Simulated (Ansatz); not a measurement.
Cubic perovskite KCdF₃ was calculated with PBEsol (PAW; Ansatz, a first-principles code).

Numerical settings: plane-wave cutoff 520 eV, 8×8×8 k mesh, Fermi–Dirac smearing 0.01 eV, scalar-relativistic PAW data made under PBE.

Computed at the level's own relaxed cell.

Problem. What does this level give for the smallest direct gap on the k points sampled, band gap, equilibrium volume per atom and lattice constant a?

Solution. 
- smallest direct gap on the k points sampled = 4.74 eV
- band gap = 2.96 eV
- equilibrium volume per atom = 16.87 Å³/atom
- lattice constant a = 4.385 Å

Note: the relaxation could not lower the start's symmetry, so the cell can be a saddle point above a distorted one.

Spin–orbit coupling is not included.

The computed numbers hold no vibrational or temperature effects.

The result took very roughly 60 core-seconds.
